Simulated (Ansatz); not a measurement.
Base system: MgF$_{2}$ in the rutile structure (space group P4_2/mnm, No. 136; a = 4.639 Å, c = 3.062 Å).

Levels (all Ansatz, a quantum-chemistry and plane-wave program, PAW): PBEsol (420 eV, no SOC); HSE06 (420 eV, spin-orbit coupling left out).

Its gap is 6.89 eV with PBEsol and 9.38 eV with HSE06.

Modification: cell and atoms relaxed at a pressure of 1.5 GPa.

With PBEsol the gap becomes 6.99 eV.

Problem. If the HSE06 correction stayed the same, what would the HSE06 gap be, and what does the HSE06 run give?

Solution. A rigid correction of +2.49 eV gives 9.48 eV. The HSE06 run gives 9.48 eV, so the two effects roughly add.

Single points use the geometry relaxed with PBEsol. Load acts through the strain it causes; cell and atoms are relaxed under it. Stability against distortions was not tested. The base started in Pnnm and relaxed to P4_2/mnm at this level.
